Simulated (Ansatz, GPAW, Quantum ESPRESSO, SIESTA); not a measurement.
## One structure in several programs: PbSe (Fm-3m, 2 atoms in the cell)

Self-consistent single point.

```xyz
2
Lattice="0.0000 3.0600 3.0600 3.0600 0.0000 3.0600 3.0600 3.0600 0.0000" Properties=species:S:1:pos:R:3 pbc="T T T"
Pb     0.0000     0.0000     0.0000
Se     3.0600     3.0600     3.0600
```

Shared settings, as Ansatz (a program for electronic structure) writes them: kpoints.mp_grid.grid = 5 5 5; scf.occupations.method = fermi_dirac; scf.occupations.width = 0.01 eV. Potentials and cutoffs stand in the table.

```json
[
 {"code": "Quantum ESPRESSO", "model": "PBE, PseudoDojo standard norm-conserving (PBE) pseudopotentials", "pressure (GPa)": "2.19", "cutoff": "90 Ry"},
 {"code": "GPAW", "model": "PBE, GPAW PAW datasets PBE (gpaw-data 1.0.1)", "pressure (GPa)": "2.08", "cutoff": "600 eV"},
 {"code": "Ansatz", "model": "PBE, default PAW files", "pressure (GPa)": "2.28", "cutoff": "default"},
 {"code": "SIESTA", "model": "GGA PBE, numerical atomic orbitals TZP, PseudoDojo PBE standard norm-conserving potentials (rewritten from UPF to PSML)", "pressure (GPa)": "3.21", "cutoff": "grid 400 Ry"}
]
```

On Ansatz's run: spin-orbit coupling is off.

The spread over the programs that give each value: pressure within 1.13 GPa.

SIESTA uses small atom-centred bases, whose incompleteness enters pressures, forces and empty levels differently from a plane-wave cutoff. Ansatz's pressure is given at a fixed set of plane waves, as the other plane-wave codes print theirs. In the pressure, SIESTA (by 1.01) lies more than 1 GPa from the median of the plane-wave programs.

This mesh misses zone-boundary points where a band edge of such crystals can lie, so no gaps are given.

On the base mesh (6 6 6) the same programs gave: Ansatz pressure 2.41 GPa; Quantum ESPRESSO pressure 2.32 GPa; GPAW pressure 2.22 GPa; SIESTA pressure 3.34 GPa.

The starting cell has typed, rounded lattice constants, without a prior relaxation at this level.

Left out of this page: CP2K (on another mesh); Elk (not drawn, or without a comparable value); FLEUR (with a known weakness of the program).

Keys are those of Ansatz 0.2.
